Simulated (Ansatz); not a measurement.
Take Ta$_{2}$O$_{5}$ (space group Pmmm, No. 47; a = 3.6700 Å, b = 3.8590 Å, c = 6.4332 Å; a cell from a computed database, its experimental status unchecked) as the base. Axes: x, y, z lie along a, b, c of the conventional cell.

Perturbation: uniaxial strain ε_zz = +1.25 %, all other strain components held at zero, atoms relaxed at fixed cell.

Levels (all Ansatz, a program for electronic structure, PAW): PBEsol (420 eV, without spin-orbit coupling); HSE06 (420 eV, no spin-orbit coupling).

The geometry is relaxed with PBEsol.

PBEsol band gap: 0.34 eV

### Question
Predict the band gap from HSE06.

### Answer
The band gap increases by 1.26 eV (0.34 eV → 1.60 eV).

Single points use the geometry relaxed with PBEsol. The hybrid gap comes from the SCF mesh plus the semilocal run's edge points and a few special points and is an upper bound. Spin-orbit coupling, missing from the scalar runs, can matter with Ta. Stability against distortions was not tested.
